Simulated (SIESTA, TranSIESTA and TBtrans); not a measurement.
System: Ta chain with one Zn atom in place of Ta. Leads: straight Ta chain, spacing 2.491 Å. Geometry: as built, not relaxed. Transport runs along z; the first 6 and the last 6 of the 21 atoms are the lead cells, repeated to infinity.

```xyz
21
Lattice="9.000 0.000 0.000 0.000 9.000 0.000 0.000 0.000 52.420" Properties=species:S:1:pos:R:3 pbc="F F T"
Ta     4.500     4.500     0.000
Ta     4.500     4.500     2.491
Ta     4.500     4.500     4.982
Ta     4.500     4.500     7.473
Ta     4.500     4.500     9.964
Ta     4.500     4.500    12.455
Ta     4.500     4.500    14.946
Ta     4.500     4.500    17.437
Ta     4.500     4.500    19.928
Ta     4.500     4.500    22.419
Zn     4.500     4.500    24.965
Ta     4.500     4.500    27.510
Ta     4.500     4.500    30.001
Ta     4.500     4.500    32.492
Ta     4.500     4.500    34.983
Ta     4.500     4.500    37.474
Ta     4.500     4.500    39.965
Ta     4.500     4.500    42.456
Ta     4.500     4.500    44.947
Ta     4.500     4.500    47.438
Ta     4.500     4.500    49.929
```
Starting moments (μB): atom 7 +1, atom 8 +1, atom 9 +1, atom 10 +1, atom 12 +1, atom 13 +1, atom 14 +1, atom 15 +1; lead atoms +1 (left) and +1 (right).

Run with TranSIESTA and TBtrans (open boundaries, self-consistent; PseudoDojo norm-conserving potentials, scalar-relativistic): Spin polarized, PAO.BasisSize DZP, PAO.EnergyShift 0.15 eV, XC.Authors PBE, Mesh.Cutoff 200 Ry, ElectronicTemperature 300 K, TS.Voltage 0.0 eV, TBT.Elecs.Eta 0.001 eV.

Energies count from the leads' Fermi level. Transmissions are for each spin. The energy step is 0.01 eV; narrower resonances are cut or missed.

| E (eV) | T up | T down |
|---|---|---|
| -0.20 | 1.40 | 1.16 |
| -0.15 | 1.40 | 1.18 |
| -0.10 | 1.40 | 1.20 |
| -0.05 | 1.40 | 1.22 |
| 0.00 | 1.40 | 1.25 |
| 0.05 | 1.41 | 1.28 |
| 0.10 | 1.41 | 1.32 |
| 0.15 | 1.42 | 1.36 |
| 0.20 | 1.44 | 1.40 |

Give the zero-bias conductance in μS and the resistance at 300 K.

At the Fermi level the mean of both spins is (1.40 + 1.25)/2 = 1.32. Averaged with −∂f/∂E over the full grid (kT = 25.9 meV) it is 1.33. With G0 = 2e²/h = 77.48 μS, G = 103 μS and R = 1/G = 9.71 kΩ.

The eigenchannels at the Fermi level (both spins) transmit 0.940, 0.230, 0.230, 0.922, 0.163, 0.163. What Fano factor of the shot noise follows at low temperature and bias?

F = Σ τ(1 − τ)/Σ τ = 0.755/2.65 = 0.29.

The magnetic order of the leads was set by the start, and no other order was tried; the separate lead runs end at 1.12 (left) and 1.12 (right) μB an atom. The straight chain is held at its spacing; free chains may zigzag or dimerise. Spin-orbit coupling, left out here, matters for the heavy atoms.
